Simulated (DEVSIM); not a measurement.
System: Ti/AlN/p-Ge capacitor, at 400 K.

| layer (left to right) | material | thickness (nm) | Na (cm⁻³) |
|---|---|---|---|
| 1 | AlN | 2.60 | - |
| 2 | Ge | 5700 | 1.1e16 |

Metal gate on the left, work function 4.33 eV. Fixed charge at the semiconductor interface 7.5e11 cm⁻² (in units of +e); no interface traps.

Constants are typed, rounded textbook-type inputs, not results; the design itself was drawn at random and stands for no fabricated device. Values at 300 K; Nc and Nv go as T^1.5, mobilities as T to minus their exponent, the gap by Varshni's rule with the affinity fixed.

| parameter | AlN | Ge |
|---|---|---|
| gap (eV) | 6.1 | 0.664 |
| affinity (eV) | 1.9 | 4 |
| permittivity | 8.5 | 16 |
| Nc (cm⁻³) | - | 1.04e19 |
| Nv (cm⁻³) | - | 6e18 |
| Varshni α (eV/K) | - | 0.000477 |
| Varshni β (K) | - | 235 |

Simulated with DEVSIM: 1D Poisson equation in equilibrium, Boltzmann statistics, complete ionisation; no quantum confinement or tunnelling. Metal contacts follow the ideal Schottky-Mott rule: no Fermi-level pinning, no interface dipoles.

Problem. Tabulate band edges, carrier densities and field at 0.05 V on the gate.

Solution. Energies count from the Fermi level of the right contact; mesh points crowd at the junctions.

```json
[
 {"x (μm)": "0.000", "Ec (eV)": "2.380", "Ev (eV)": "-3.720", "n (cm⁻³)": "< 1e2", "p (cm⁻³)": "< 1e2", "field (V/cm)": "-120000"},
 {"x (μm)": "0.0009474", "Ec (eV)": "2.368", "Ev (eV)": "-3.732", "n (cm⁻³)": "< 1e2", "p (cm⁻³)": "< 1e2", "field (V/cm)": "-120000"},
 {"x (μm)": "0.001896", "Ec (eV)": "2.357", "Ev (eV)": "-3.743", "n (cm⁻³)": "< 1e2", "p (cm⁻³)": "< 1e2", "field (V/cm)": "-120000"},
 {"x (μm)": "0.002814", "Ec (eV)": "0.248", "Ev (eV)": "-0.376", "n (cm⁻³)": "1.2e16", "p (cm⁻³)": "1.7e14", "field (V/cm)": "19000"},
 {"x (μm)": "0.005239", "Ec (eV)": "0.253", "Ev (eV)": "-0.371", "n (cm⁻³)": "1.0e16", "p (cm⁻³)": "1.9e14", "field (V/cm)": "18000"},
 {"x (μm)": "0.009723", "Ec (eV)": "0.261", "Ev (eV)": "-0.363", "n (cm⁻³)": "8.3e15", "p (cm⁻³)": "2.5e14", "field (V/cm)": "17000"},
 {"x (μm)": "0.01950", "Ec (eV)": "0.277", "Ev (eV)": "-0.347", "n (cm⁻³)": "5.2e15", "p (cm⁻³)": "3.9e14", "field (V/cm)": "16000"},
 {"x (μm)": "0.05136", "Ec (eV)": "0.319", "Ev (eV)": "-0.305", "n (cm⁻³)": "1.5e15", "p (cm⁻³)": "1.3e15", "field (V/cm)": "11000"},
 {"x (μm)": "0.1103", "Ec (eV)": "0.364", "Ev (eV)": "-0.260", "n (cm⁻³)": "4.2e14", "p (cm⁻³)": "4.8e15", "field (V/cm)": "4900"},
 {"x (μm)": "0.2387", "Ec (eV)": "0.390", "Ev (eV)": "-0.234", "n (cm⁻³)": "2.0e14", "p (cm⁻³)": "1.0e16", "field (V/cm)": "520"},
 {"x (μm)": "0.5187", "Ec (eV)": "0.393", "Ev (eV)": "-0.232", "n (cm⁻³)": "1.8e14", "p (cm⁻³)": "1.1e16", "field (V/cm)": "≈ 0"},
 {"x (μm)": "1.431", "Ec (eV)": "0.393", "Ev (eV)": "-0.232", "n (cm⁻³)": "1.8e14", "p (cm⁻³)": "1.1e16", "field (V/cm)": "≈ 0"},
 {"x (μm)": "3.039", "Ec (eV)": "0.393", "Ev (eV)": "-0.232", "n (cm⁻³)": "1.8e14", "p (cm⁻³)": "1.1e16", "field (V/cm)": "≈ 0"},
 {"x (μm)": "4.482", "Ec (eV)": "0.393", "Ev (eV)": "-0.232", "n (cm⁻³)": "1.8e14", "p (cm⁻³)": "1.1e16", "field (V/cm)": "≈ 0"},
 {"x (μm)": "5.276", "Ec (eV)": "0.393", "Ev (eV)": "-0.232", "n (cm⁻³)": "1.8e14", "p (cm⁻³)": "1.1e16", "field (V/cm)": "≈ 0"},
 {"x (μm)": "5.508", "Ec (eV)": "0.393", "Ev (eV)": "-0.232", "n (cm⁻³)": "1.8e14", "p (cm⁻³)": "1.1e16", "field (V/cm)": "≈ 0"},
 {"x (μm)": "5.611", "Ec (eV)": "0.393", "Ev (eV)": "-0.232", "n (cm⁻³)": "1.8e14", "p (cm⁻³)": "1.1e16", "field (V/cm)": "≈ 0"},
 {"x (μm)": "5.661", "Ec (eV)": "0.393", "Ev (eV)": "-0.232", "n (cm⁻³)": "1.8e14", "p (cm⁻³)": "1.1e16", "field (V/cm)": "≈ 0"},
 {"x (μm)": "5.689", "Ec (eV)": "0.393", "Ev (eV)": "-0.232", "n (cm⁻³)": "1.8e14", "p (cm⁻³)": "1.1e16", "field (V/cm)": "≈ 0"},
 {"x (μm)": "5.697", "Ec (eV)": "0.393", "Ev (eV)": "-0.232", "n (cm⁻³)": "1.8e14", "p (cm⁻³)": "1.1e16", "field (V/cm)": "≈ 0"},
 {"x (μm)": "5.701", "Ec (eV)": "0.393", "Ev (eV)": "-0.232", "n (cm⁻³)": "1.8e14", "p (cm⁻³)": "1.1e16", "field (V/cm)": "≈ 0"},
 {"x (μm)": "5.703", "Ec (eV)": "0.393", "Ev (eV)": "-0.232", "n (cm⁻³)": "1.8e14", "p (cm⁻³)": "1.1e16", "field (V/cm)": "≈ 0"}
]
```
